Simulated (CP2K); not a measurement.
CP2K run on a (111) slab of Ca (cut from a parent of space group no. 225; 2 atoms in the cell): self-consistent single point

Computed with PBEsol, GPW, DZVP-MOLOPT-SR-GTH basis, GTH-PBE potentials (GTH_POTENTIALS) run with CP2K.

Input:

```
&GLOBAL
  PROJECT scf
  RUN_TYPE ENERGY_FORCE
  PRINT_LEVEL MEDIUM
&END GLOBAL
&FORCE_EVAL
  METHOD Quickstep
  STRESS_TENSOR ANALYTICAL
  &DFT
    BASIS_SET_FILE_NAME BASIS_MOLOPT
    POTENTIAL_FILE_NAME GTH_POTENTIALS
    &QS
      METHOD GPW
      EPS_DEFAULT 1E-10
    &END QS
    &MGRID
      CUTOFF 500
      REL_CUTOFF 60
      NGRIDS 5
    &END MGRID
    &SCF
      SCF_GUESS ATOMIC
      EPS_SCF 1E-6
      MAX_SCF 100
      ADDED_MOS 5
      &DIAGONALIZATION
        ALGORITHM STANDARD
      &END DIAGONALIZATION
      &MIXING
        METHOD BROYDEN_MIXING
        ALPHA 0.2
        NBUFFER 10
        BETA 1
      &END MIXING
      &SMEAR ON
        METHOD GAUSSIAN
        SIGMA [eV] 0.1
      &END SMEAR
    &END SCF
    &KPOINTS
      SCHEME MONKHORST-PACK 5 5 1
    &END KPOINTS
    &XC
      &XC_FUNCTIONAL
        &PBE
          PARAMETRIZATION PBESOL
        &END PBE
      &END XC_FUNCTIONAL
    &END XC
    &PRINT
      &MO
        EIGENVALUES T
        OCCUPATION_NUMBERS T
        NDIGITS 8
        FILENAME mo
        &EACH
          QS_SCF 0
        &END EACH
        ADD_LAST NUMERIC
      &END MO
      &MULLIKEN ON
      &END MULLIKEN
    &END PRINT
  &END DFT
  &SUBSYS
    &CELL
      A 3.95749300 0.00000000 0.00000000
      B 1.97874600 3.42728900 0.00000000
      C 0.00000000 0.00000000 17.23129500
      PERIODIC XYZ
    &END CELL
    &COORD
      Ca       0.00000000     0.00000000     7.00000682
      Ca       1.97874435     1.14242852    10.23128818
    &END COORD
    &KIND Ca
      BASIS_SET DZVP-MOLOPT-SR-GTH-q10
      POTENTIAL GTH-PBE-q10
    &END KIND
  &END SUBSYS
  &PRINT
    &FORCES ON
    &END FORCES
    &STRESS_TENSOR ON
    &END STRESS_TENSOR
  &END PRINT
&END FORCE_EVAL
```

Log, with long lists cut:

```
 GLOBAL| Method name                                                        CP2K
 GLOBAL| Project name                                                        scf
 GLOBAL| Run type                                                   ENERGY_FORCE

 CELL| Volume [angstrom^3]:                                           233.716191
 CELL| Vector a [angstrom]:       3.957     0.000     0.000   |a| =     3.957493
 CELL| Vector b [angstrom]:       1.979     3.427     0.000   |b| =     3.957492
 CELL| Vector c [angstrom]:       0.000     0.000    17.231   |c| =    17.231295
 CELL| Angle (b,c), alpha [degree]:                                    90.000000
 CELL| Angle (a,c), beta  [degree]:                                    90.000000
 CELL| Angle (a,b), gamma [degree]:                                    60.000003
 CELL| Numerically orthorhombic:                                              NO
 CELL| Periodicity                                                           XYZ

 DFT| Spin restricted Kohn-Sham (RKS) calculation                            RKS
 DFT| Multiplicity                                                             1
 DFT| Number of spin states                                                    1
 DFT| Charge                                                                   0
 DFT| XC density smoothing                                                  NONE
 DFT| XC derivatives                                                          PW

 QS| Method:                                                                 GPW
 QS| Density plane wave grid type                        NON-SPHERICAL FULLSPACE
 QS| Number of grid levels:                                                    5
 QS| Density cutoff [a.u.]:                                                250.0
 QS| Multi grid cutoff [a.u.]: 1) grid level                               250.0
   [... lines left out ...]
 BRILLOUIN| Wavefunction type                                            COMPLEX
 BRILLOUIN| List of Kpoints [2 Pi/Bohr]                                       13
 BRILLOUIN| Number           Weight            X              Y              Z
 BRILLOUIN|     1           0.08000       -0.40000       -0.40000        0.00000
 BRILLOUIN|     2           0.08000       -0.40000       -0.20000        0.00000
 BRILLOUIN|     3           0.08000       -0.40000        0.00000        0.00000
   [... 10 lines left out ...]
 *******************************************************************************

 Extrapolation method: initial_guess

 Re-scaling the density matrix to get the right number of electrons
                  # Electrons              Trace(P)               Scaling factor
                           20                20.000                        1.000

 Number of electrons:                                                         20
 Number of occupied orbitals:                                                 10
 Number of molecular orbitals:                                                15

 Number of orbital functions:                                                 28
 Number of independent orbital functions:                                     28
 SCF WAVEFUNCTION OPTIMIZATION

  Step     Update method      Time    Convergence         Total energy    Change
     1 NoMix/Diag. 0.20E+00      -     1.46143169       -73.3829392889 -7.34E+01
     2 Broy./Diag. 0.20E+00      -     0.00934313       -72.9268638165  4.56E-01
     3 Broy./Diag. 0.20E+00      -     0.06215532       -73.1553083089 -2.28E-01
     4 Broy./Diag. 0.20E+00      -     0.00405280       -73.3062841081 -1.51E-01
     5 Broy./Diag. 0.20E+00      -     0.00662577       -73.2436687892  6.26E-02
     6 Broy./Diag. 0.20E+00      -     0.00181896       -73.2260293129  1.76E-02
     7 Broy./Diag. 0.20E+00      -     0.00247834       -73.2299091638 -3.88E-03
   [... 13 lines left out ...]
    21 Broy./Diag. 0.20E+00      -     0.00000695       -73.2521587766  3.37E-05
    22 Broy./Diag. 0.20E+00      -     0.00001025       -73.2521716494 -1.29E-05
    23 Broy./Diag. 0.20E+00      -     0.00000648       -73.2522048466 -3.32E-05
    24 Broy./Diag. 0.20E+00      -     0.00000387       -73.2522186629 -1.38E-05
    25 Broy./Diag. 0.20E+00      -     0.00000091       -73.2522206660 -2.00E-06
  *** SCF run converged in    25 steps ***

  Electronic density on regular grids:        -19.9999999995        0.0000000005
  Core density on regular grids:               19.9999999990       -0.0000000010
  Total charge density on r-space grids:       -0.0000000005
  Total charge density g-space grids:          -0.0000000005

  Overlap energy of the core charge distribution:               0.00000000000000
  Self energy of the core charge distribution:               -144.66399578147599
  Core Hamiltonian energy:                                     33.57141874624848
  Hartree energy:                                              47.80374426456952
  Exchange-correlation energy:                                 -9.96330531997424
  Smearing free energy correction:                             -0.00008257948683
  Fermi energy:                                                -0.00457549701850

  Total energy:                                               -73.25222066599966
  Total energy (extrapolated to sigma->0):                    -73.25217937625624

                     Mulliken Population Analysis

 #  Atom  Element  Kind  Atomic population                           Net charge
       1     Ca       1          9.999997                              0.000003
       2     Ca       1         10.000003                             -0.000003
 # Total charge                             20.000000                  0.000000

 ENERGY| Total FORCE_EVAL ( QS ) energy [hartree]            -73.252220756775884

 FORCES| Atomic forces [hartree/bohr]
 FORCES|   Atom     x               y               z               |f|
 FORCES|      1 -1.06839994E-08 -1.06994031E-08  5.03687249E-03   5.03687249E-03
 FORCES|      2  1.10918286E-08  1.09353674E-08 -5.03687248E-03   5.03687248E-03
 FORCES| Sum     4.07829138E-10  2.35964304E-10  1.42349049E-11
 FORCES| Total atomic force                                       4.71387729E-10

 STRESS| Analytical stress tensor [bar]
 STRESS|                        x                   y                   z
 STRESS|      x        8.46220157449E+01   1.57072978338E-02   1.21815922239E-02
 STRESS|      y        1.57072978338E-02   8.49574900065E+01   1.14897754846E-02
 STRESS|      z        1.21815922239E-02   1.14897754846E-02  -5.73828204541E+03
 STRESS| 1/3 Trace                                            -1.85623417988E+03
```

The run converged in 25 iterations.

The starting cell has typed, rounded lattice constants, without a prior relaxation at this level. The slab is cut from that crystal, and its faces are unrelaxed. Its lattice was rescaled by up to half a per cent. Values carry the incompleteness of an atom-centred basis. The potentials were made for another functional than the one used.

Cost on one core of a shared machine: roughly 30 s.
